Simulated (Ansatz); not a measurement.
The starting structures come from a database of crystals and need not be the phases stable at ambient conditions.

Tunnelling through a barrier is set by its complex band structure: the current falls as exp(−2κd) with the smallest κ.

```yaml
crystal:
  lattice:
    - [6.05440, 0.00000, 0.00000]
    - [0.00000, 6.05440, 0.00000]
    - [3.02720, -3.02720, 4.28111]
  atoms:
    - { symbol: Rb, position: [0.75000, 0.75000, 0.50000] }
    - { symbol: Rb, position: [0.25000, 0.25000, 0.50000] }
    - { symbol: Te, position: [0.00000, 0.00000, 0.00000] }
```

Space group of this cell: Fm-3m, anti-fluorite. The cell is taken as given; by PBEsol its mean pressure is -0.5 GPa.

Transport runs along the normal of the first two printed cell vectors, the (001) plane of the conventional cell.

No gap correction and no spin-orbit coupling; mid-gap values are interpolated between computed energies.

Q: Estimate the band gap and the smallest decay constant κ at mid-gap that PBEsol (Ansatz, a program for electronic structure) returns for this system.

A: Gap 1.83 eV on a 8×8×8 mesh; κ = 0.223 1/Å, at the zone centre.
